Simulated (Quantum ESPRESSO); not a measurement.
Quantum ESPRESSO is run on Zr2P3S (P4mm, 6 atoms in the cell), and the run fails. The aim is a self-consistent single point with DFT, PBEsol, plane waves, SSSP 1.1.2 efficiency (PBE) pseudopotentials.

Cell that was meant: a = 3.6046 Å, b = 3.6046 Å, c = 7.8451 Å, α = 90.00°, β = 90.00°, γ = 90.00°.

Part of the input:

```fortran
P     0.5000000000    0.0000000000    2.1727418492
P     0.0000000000    0.5000000000    2.1727418492
P     0.0000000000    0.0000000000    0.8254290488
S1     0.5000000000    0.5000000000    1.3572590398
K_POINTS {automatic}
9 9 5  0 0 0
CELL_PARAMETERS {alat}
```

Output (repeated stretches shortened):

```
     This program is part of the open-source Quantum ESPRESSO suite
     for quantum simulation of materials; please cite

 %%%%%%%%%%%%%%%%%%%%%%%%%%%%%%%%%%%%%%%%%%%%%%%%%%%%%%%%%%%%%%%%%%%%%%%%%%%%%%
     Error in routine read_cards (6):
     species S1 in ATOMIC_POSITIONS is nonexistent
 %%%%%%%%%%%%%%%%%%%%%%%%%%%%%%%%%%%%%%%%%%%%%%%%%%%%%%%%%%%%%%%%%%%%%%%%%%%%%%

     stopping ...
```

Question: From the messages shown, name the fault and mend the input.

Answer: The fault is an atom label that is not in the list of species. Labels in the positions must match the species card. To fix it, correct the label. The program stopped before any SCF iteration.

An input that runs soundly differs in these lines (not the only fix; some lines may just follow from the change or write a value another way):
```diff
-S1     0.5000000000    0.5000000000    1.3572590398
+S     0.5000000000    0.5000000000    1.3572590398
```

With that input, the run converged in 14 iterations: free energy E − TS -3599.6444 eV; Fermi level (on the code's own zero) 12.89 eV; pressure -4.16 GPa; largest force (vector length) 0.080 eV/Å (DFT, PBEsol, plane waves, SSSP 1.1.2 efficiency (PBE) pseudopotentials).

On the sound input: the starting cell comes from a database of computed structures (which also holds hypothetical and non-ambient phases and stackings), without a prior relaxation at this level. With a pressure of about -4 GPa the cell is away from its equilibrium volume at this level.
